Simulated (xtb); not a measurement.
xtb 6.7.1, GFN2-xTB: Zr(F)(OSiH3)3 ([F][Zr]([O][SiH3])([O][SiH3])[O][SiH3]), 17 atoms. The geometry is a generated start, not checked to be a minimum at this level.

```yaml
method: GFN2-xTB
"--acc": 1 (default)
"--etemp (K)": 300 (default)
detailed input (--input): "none: ANC optimiser, Lindh (1995) Hessian, microcycle=20, maxdispl=1.0, hlow=0.01 (default)"
basis_functions: 65
valence_electrons: 50
```

```xyz
17

Zr     0.3483     0.1281     0.5546
F     -0.1952     1.5783     1.6186
O     -1.0816    -0.4943    -0.5361
Si    -2.4415     0.3516    -0.3752
H     -2.8853     0.2876     1.0525
H     -3.4467    -0.2724    -1.2449
H     -2.2062     1.7663    -0.7971
O      0.8603    -1.1488     1.8782
Si     0.9170    -2.6740     1.3869
H     -0.3790    -3.3499     1.6303
H      1.9857    -3.3606     2.1265
H      1.2253    -2.6565    -0.1033
O      1.7589     0.6607    -0.6126
Si     1.4491     1.9953    -1.4535
H      0.5955     1.6621    -2.6266
H      2.7433     2.5231    -1.9096
H      0.7521     3.0035    -0.5889
```

Charge 0 and multiplicity 1 are set for this test and not shown to be the ground state.

The structure is relaxed from this start with --opt LEVEL for the levels crude, sloppy, loose, lax, normal, tight, vtight, extreme, once each. Up to the end of the extreme run atoms move by at most 1.9 Å along an axis.

Task: Choose the cheapest level whose final energy lies within 1 meV of that of extreme.

Result: tight: 91 cycles against 103, ending 0.063 meV above.

```tsv
level	cycles	energy above the extreme run (meV)	gradient norm (eV/Å)
crude	1	190	0.097
sloppy	1	190	0.097
loose	1	190	0.097
lax	1	190	0.097
normal	72	2.3	0.026
tight	91	0.063	0.0074
vtight	101	under 0.01	0.0024
extreme	103	—	0.0014
```
